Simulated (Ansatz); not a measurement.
Abridged Ansatz (a first-principles code) output:

```
Relaxation: its limit of steps is 30 (relax.max_steps)
Pseudopotential: B, paw, valence charge 3
Pseudopotential: N, paw, valence charge 5
Crystal: 4 atoms, lattice volume = 38.212 Å³
Basis set: ecut = 420 eV, 761 PW (Γ), exchange–correlation on 36×36×96 points (8 copies of the dense FFT grid, shifted against one another)
Bands: 13, of which v1, the nominal top of the filled ones, is band 8 counted from 1 (7 counted from 0)
Symmetry: 24 space group operations
k-points: 375 of 6561
Functional: x = pbesol(κ = 0.804, μ = 0.12345679012345678), c = pbesol(β = 0.046)
SCF iter   1: F=—  HF=-1066.945143 eV  |F-HF|=—  |Δ(HF+E_count)|=         —  Δρ=1.73e-2  dr2=1.11e-1  ethr=1.77e-3  ⟨swp⟩=7.1  Hψ=29492  notcnv=0
SCF iter   2: F=—  HF=-1066.963631 eV  |F-HF|=—  |Δ(HF+E_count)|=   1.85e-2  Δρ=2.36e-2  dr2=1.65e-1  ethr=6.92e-4  ⟨swp⟩=2.7  Hψ=12870  notcnv=0  defer=249
SCF 1 converged in 7 iterations: F = -1066.912026 eV  dr2 = 5.76e-11
relax step   1: F+E_penalty+E_count = -1066.91202646 eV  Δ(F+E_penalty+E_count) = +0.000e0 eV  max|allowed force component| = 7.407e-16 eV/Å  Δτ_max = 0.0000 Å  (7 SCF iters, accepted)
SCF converged after 7 iterations
Free energy (F): -1066.912026 eV
Internal energy: -1066.910738 eV  (E = F + TS)
E sigma→0 (E₀):  -1066.911382 eV
Entropy (-TS):   -0.001289 eV (-0.322 meV/atom)
Fermi energy:    8.542450 eV
--- Forces (eV/Å), atoms counted from 1 ---
  atom   1  B      0.00000000     0.00000000     0.00000000
  atom   2  B     -0.00000000    -0.00000000     0.00000000
  atom   3  N      0.00000000     0.00000000     0.00000000
  atom   4  N     -0.00000000    -0.00000000     0.00000000
--- Stress (GPa, compression-positive) ---
       -0.485868      -0.000000       0.000000
       -0.000000      -0.485868       0.000000
        0.000000       0.000000      -1.447847
  P = ⅓ Tr σ = -0.8065 GPa (-8.065 kbar)
--- Relaxed structure (1 steps of the walk, 1 accepted, 0 SCFs on fresh bases) ---
  atoms:
    - { symbol: B, position: [0.6666666666666667, 0.3333333333333334, 0.7500000000000001] }
    - { symbol: B, position: [0.3333333333333333, 0.6666666666666667, 0.25] }
    - { symbol: N, position: [0.6666666666666667, 0.3333333333333334, 0.25] }
    - { symbol: N, position: [0.3333333333333333, 0.6666666666666667, 0.7500000000000001] }
```

Question: What was computed, and what are the main results?

Answer: BN, 4 atoms in the cell, with plane-wave PAW DFT at the PBEsol level (Ansatz, 420 eV), no SOC. The last SCF converged to F = -1066.912026 eV, or -266.7280 eV per atom. The total energy compares only with runs of the same code, potentials and settings.

Charged cell with a jellium background: band edges are those of the host's band count, energies are not comparable with the neutral cell, and many-body gap narrowing is missing. Stability against distortions was not tested. The cell was made from BN (space group P6_3/mmc, No. 194; layered, stacked along the Cartesian z axis) by this change: electrons 2.0×10^21 cm⁻³. No dispersion term is included in the PBEsol runs.

Keys are those of Ansatz 0.2.
